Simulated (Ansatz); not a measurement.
We consider HfSiO₄ (I4₁/amd, No. 141, 12 atoms in the cell; start COD 9000852), described by HSE06 (Ansatz, a program for electronic structure, PAW).

Run with plane-wave cutoff 460 eV, 6×6×6 k mesh, Fermi–Dirac smearing 0.01 eV, scalar-relativistic PAW data made under PBE.

Cell (measured lattice):

```cif
data_Hf2O8Si2
_chemical_formula_sum 'Hf2 Si2 O8'
_space_group_name_H-M_alt 'P 1'
_space_group_IT_number 1
_cell_length_a 5.52167
_cell_length_b 5.52167
_cell_length_c 5.52167
_cell_angle_alpha 106.953
_cell_angle_beta 106.953
_cell_angle_gamma 114.635
loop_
_space_group_symop_operation_xyz
  'x, y, z'
loop_
_atom_site_label
_atom_site_type_symbol
_atom_site_fract_x
_atom_site_fract_y
_atom_site_fract_z
_atom_site_occupancy
Hf1 Hf 0.75000 0.25000 0.50000 1
Hf2 Hf 0.00000 0.00000 0.00000 1
Si1 Si 0.25000 0.75000 0.50000 1
Si2 Si 0.50000 0.50000 0.00000 1
O1 O 0.13530 0.31980 0.81550 1
O2 O 0.06980 0.75430 0.68450 1
O3 O 0.50430 0.31980 0.18450 1
O4 O 0.06980 0.38530 0.31550 1
O5 O 0.61470 0.93020 0.68450 1
O6 O 0.68020 0.86470 0.18450 1
O7 O 0.24570 0.93020 0.31550 1
O8 O 0.68020 0.49570 0.81550 1
```

Task: What does this level give for the band gap, smallest direct gap on the k points sampled and Γ–Γ gap?

Result: 
band gap: 7.27 eV
smallest direct gap on the k points sampled: 7.67 eV
Γ–Γ gap: 7.73 eV

Note: the file's cell can be that of a phase stable at another temperature; cell and atoms aren't relaxed at this level (largest force component 0.04 eV/Å, pressure 1.0 GPa).

Spin–orbit coupling is not included.

Static lattice: no zero-point or thermal effects.
